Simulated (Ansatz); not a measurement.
The starting structures come from a database of crystals and need not be the phases stable at ambient conditions.

Input:

```xyz
12
Lattice="4.8326 0.0000 0.0000 0.0000 7.6513 0.0000 0.0000 0.0000 4.8326" Properties=species:S:1:pos:R:3 pbc="T T T"
Te     0.1340     3.8256     4.6986
Te     2.5503     1.9128     2.5503
Te     4.6986     0.0000     0.1340
Te     2.2823     5.7385     2.2823
O      0.6730     5.2402     3.5751
O      3.6738     3.3274     3.0893
O      4.1596     1.4146     1.2575
O      1.1588     7.1530     1.7433
O      1.7433     4.3239     1.1588
O      3.5751     6.2367     0.6730
O      3.0893     0.4983     3.6738
O      1.2575     2.4111     4.1596
```

Space group of this cell: P4_12_12. The cell is taken as given; by r2SCAN its mean pressure is 0.5 GPa.

Transport runs along the normal of the first two printed cell vectors, the (100) plane of the conventional cell.

The gap is the functional's own. No spin-orbit coupling. Mid-gap values are interpolated on the energy grid.

**Question.** Estimate the band gap and the smallest decay constant κ at mid-gap that r2SCAN (Ansatz, an electronic-structure program) returns for this system.

**Answer.** Gap 3.52 eV on a 6×4×6 mesh; κ = 0.415 1/Å, at (0.333, 0.000) of the in-plane reciprocal vectors. At the zone centre, at the nearest computed energy, the slowest state has κ = 0.44 1/Å.
